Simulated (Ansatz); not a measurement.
A self-consistent single point of RbBa3 (I4/mmm, 4 atoms in the cell) with Ansatz (a program for electronic structure).

Level of theory: r2SCAN, default PAW files made with PBE (plane waves; Ansatz).

```
RbBa3
1.0
   -3.20250     3.20250     6.79647
    3.20250    -3.20250     6.79647
    3.20250     3.20250    -6.79647
Rb Ba
1 3
Cartesian
  0.00000   0.00000   0.00000
  0.00000   3.20250   3.39824
  3.20250   0.00000   3.39824
  0.00000   0.00000   6.79647
```

Reference input (self-consistent single point, DFT, r2SCAN, plane waves, default PAW files made with PBE): basis.ecutwfc = 500 eV; kpoints.mp_grid.grid = 6 6 6; hamiltonian.xc = r2scan; hamiltonian.pseudopotentials = {kind: paw} (the program's default PAW files); scf.occupations.method = cold; scf.occupations.width = 0.1 eV. This run's input differs from it in these lines:

Ansatz 0.2 input:
```diff
@@ -14,3 +14,3 @@
 kpoints:
-  mp_grid: { grid: [6, 6, 6] }
+  mp_grid: { grid: [7, 7, 7] }
 hamiltonian:
@@ -19,3 +19,3 @@
 scf:
-  occupations: { method: cold, width: 0.1 }
+  occupations: { method: cold, width: 0.3 }
 output:
```

Log, with long lists cut:

```
SCF iter   1: F=—  HF=-21170.677257 eV  |F-HF|=—  |Δ(HF+E_count)|=         —  Δρ=2.85e-3  dr2=3.91e-2  dr2_τ=3.25e-3  ethr=1.77e-3  ⟨swp⟩=8.5  Hψ=5194  notcnv=0
all-band conjugate gradients solve this SCF's bands
preconditioner: auto → Kerker (q_TF=auto, 1.966 Å⁻¹)
SCF iter   2: F=—  HF=-21170.798494 eV  |F-HF|=—  |Δ(HF+E_count)|=   1.21e-1  S|Δr|=    0.00e0  Δρ=2.01e-3  dr2=2.13e-2  dr2_τ=5.12e-4  ethr=1.00e-4  ⟨swp⟩=2.0  Hψ=2017  notcnv=0
   [... lines left out ...]
SCF iter   5: F=—  HF=-21170.801788 eV  |F-HF|=—  |Δ(HF+E_count)|=   1.14e-5  S|Δr|=    0.00e0  Δρ=3.81e-5  dr2=7.42e-6  dr2_τ=2.78e-7  ethr=5.35e-7  ⟨swp⟩=3.0  Hψ=1830  notcnv=0
SCF iter   6: F=—  HF=-21170.801647 eV  |F-HF|=—  |Δ(HF+E_count)|=   1.42e-4  S|Δr|=    0.00e0  Δρ=1.13e-5  dr2=9.00e-7  dr2_τ=3.22e-8  ethr=1.90e-8  ⟨swp⟩=2.0  Hψ=1661  notcnv=0
SCF iter   7: F=-21170.801647 eV  HF=-21170.801647 eV  |F-HF|=5.07e-9  |Δ(HF+E_count)|=   5.97e-7  S|Δr|=    0.00e0  Δρ=2.97e-6  dr2=5.30e-8  dr2_τ=2.82e-9  ethr=2.56e-10  ⟨swp⟩=6.5  Hψ=5887  notcnv=0
SCF 1 converged in 7 iterations: F = -21170.801647 eV  dr2 = 5.30e-8
Stability not checked (fill_not_monotonic)
Free energy (F): -21170.801647 eV
Internal energy: -21170.802535 eV  (E = F + TS)
E sigma→0 (E₀):  -21170.801943 eV
Entropy (-TS):   0.000888 eV (0.222 meV/atom)
Fermi energy:    4.698751 eV
--- Forces (eV/Å), atoms counted from 1 ---
  atom   1  Rb    -0.00000000     0.00000000     0.00000000
   [... zero for the other atoms too ...]
--- Stress (GPa, compression-positive) ---
        0.225619       0.000000       0.000000
        0.000000       0.225619       0.000000
        0.000000       0.000000       0.266649
  P = ⅓ Tr σ = 0.2393 GPa (2.393 kbar)
  The stress holds the Pulay correction. Without it, at fixed plane waves, as pw.x and ABINIT print it: P = 0.2360 GPa
```

The run converged in 7 iterations. Against the reference run the free energy goes up by 1.1 meV/atom and the pressure moves little (0.23 to 0.24 GPa).

The starting cell comes from a database of computed structures (which also holds hypothetical and non-ambient phases and stackings), without a prior relaxation at this level. Ansatz's pressure includes its estimate of the finite-basis (Pulay) stress.

Cost on one core of a shared machine: roughly 30 s.
